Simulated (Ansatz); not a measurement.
For ZnO (model structure, started from the NiAs type, P6₃/mmc, No. 194, 4 atoms in the cell), LDA in Ansatz (plane waves, PAW) gives:

- lattice parameter a = 2.942 Å
- c axis length = 5.051 Å
- cohesive energy = 4.33 eV/atom
- band gap = 0.92 eV

Q: What does r²SCAN+rVV10 (Ansatz, an electronic-structure program, PAW) give for the same quantities?

A: 
- lattice constant a: 2.966 Å (rises by 0.8 %)
- lattice parameter c: 5.114 Å (increases by 1.2 %)
- cohesive energy: 3.76 eV/atom (decreases by 0.57 eV/atom)
- band gap: 1.37 eV (grows by 0.45 eV)

Changes are worked out from the printed values.

Unless a cell is named, each level is at its own relaxed cell (LDA 9.47, r²SCAN+rVV10 9.74 Å³/atom).

Density-functional gaps are differences of (generalised) Kohn–Sham levels.

Ansatz's density-functional and Hartree–Fock values are scalar-relativistic unless marked +SOC, with PAW data made under PBE.

A model structure was made by putting elements into a prototype or built by hand; it is no filed structure, need not be a known phase, and can be a saddle point held by its symmetry.
